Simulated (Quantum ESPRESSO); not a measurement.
A self-consistent single point of Ti10CuSn6 (P-31m, 17 atoms in the cell) with Quantum ESPRESSO.

Method of the run: BLYP, SSSP 1.1.2 efficiency (PBE) pseudopotentials (plane waves; Quantum ESPRESSO).

```
Ti10CuSn6
1.0
    8.03183     0.00000     0.00000
   -4.01591     6.95577     0.00000
    0.00000     0.00000     5.41684
Ti Cu Sn
10 1 6
Cartesian
  4.01592   2.31859   2.70842
  0.00000   4.63718   2.70842
  0.00000   4.63718   0.00000
  4.01592   2.31859   0.00000
  2.96254   5.13127   1.30270
  1.05337   1.82450   4.11414
  2.10675   0.00000   1.30270
  5.92508   0.00000   4.11414
 -1.05337   1.82450   1.30270
 -2.96254   5.13127   4.11414
  0.00000   0.00000   2.70842
  1.54846   2.68201   1.37989
  2.46746   4.27376   4.03695
  4.93492   0.00000   1.37989
  3.09691   0.00000   4.03695
 -2.46746   4.27376   1.37989
 -1.54846   2.68201   4.03695
```

Reference input (self-consistent single point, DFT, PBEsol, plane waves, SSSP 1.1.2 efficiency (PBE) pseudopotentials): ecutwfc = 50 Ry; ecutrho = 400 Ry; occupations = smearing; smearing = cold; degauss = 0.0147 Ry; input_dft = pbesol; potentials = {Ti: ti_pbe_v1.4.uspp.F.UPF, Cu: Cu_pbe_v1.2.uspp.F.UPF, Sn: Sn_pbe_v1.uspp.F.UPF}; K_POINTS = automatic 3 3 4 0 0 0; conv_thr = 1e-10 Ry. This run's input differs from it in these lines:

```diff
@@ -17,3 +17,3 @@
  degauss = 0.0147,
- input_dft = 'pbesol',
+ input_dft = 'blyp',
 /
```

Output, abridged:

```
     Self-consistent Calculation

     iteration #  1     ecut=    50.00 Ry     beta= 0.70

     negative rho (up, down):  8.417E-03 0.000E+00

     total energy              =   -2494.62848989 Ry
     estimated scf accuracy    <     105.36585929 Ry

     iteration #  2     ecut=    50.00 Ry     beta= 0.70

     negative rho (up, down):  9.440E-03 0.000E+00

     total energy              =   -2475.48760054 Ry
     estimated scf accuracy    <     884.32856967 Ry

     iteration #  3     ecut=    50.00 Ry     beta= 0.70

     negative rho (up, down):  1.044E-02 0.000E+00

     total energy              =   -2570.21089083 Ry
     estimated scf accuracy    <      45.81864745 Ry

   [... 19 blocks of this kind left out ...]

     iteration # 23     ecut=    50.00 Ry     beta= 0.70

     negative rho (up, down):  6.922E-03 0.000E+00

     total energy              =   -2572.29642763 Ry
     estimated scf accuracy    <          1.3E-10 Ry

     iteration # 24     ecut=    50.00 Ry     beta= 0.70

     negative rho (up, down):  6.922E-03 0.000E+00
     End of self-consistent calculation

     the Fermi energy is    14.8710 ev

!    total energy              =   -2572.29642763 Ry
     estimated scf accuracy    <          6.7E-12 Ry
     smearing contrib. (-TS)   =       0.00109379 Ry
     internal energy E=F+TS    =   -2572.29752142 Ry

     convergence has been achieved in  24 iterations

     negative rho (up, down):  6.922E-03 0.000E+00

     Forces acting on atoms (cartesian axes, Ry/au):

     atom    1 type  1   force =     0.00000000    0.00000000    0.00000000
     atom    2 type  1   force =     0.00000000    0.00000000    0.00000000
     atom    3 type  1   force =     0.00000000    0.00000000    0.00000000
     atom    4 type  1   force =     0.00000000    0.00000000    0.00000000
     atom    5 type  1   force =     0.00343595    0.00595125   -0.00396743
   [... lines left out ...]
     Total force =     0.025297     Total SCF correction =     0.000007
   [... lines left out ...]

     negative rho (up, down):  6.922E-03 0.000E+00
          total   stress  (Ry/bohr**3)                   (kbar)     P=      109.49
   0.00074315   0.00000000   0.00000000          109.32        0.00        0.00
   0.00000000   0.00074315   0.00000000            0.00      109.32        0.00
   0.00000000   0.00000000   0.00074650            0.00        0.00      109.81

   JOB DONE.
```

The run converged in 24 iterations. Against the reference run the pressure goes from 1.32 to 10.95 GPa and the largest force goes from 0.149 to 0.204 eV/Å.

The starting cell comes from a database of computed structures (which also holds hypothetical and non-ambient phases and stackings), without a prior relaxation at this level. Its lattice was rescaled by a random factor within 2.5 % of one. Spin polarisation is off. With a pressure of about 11 GPa the cell is away from its equilibrium volume at this level.

Cost on one core of a shared machine: roughly 20 min.
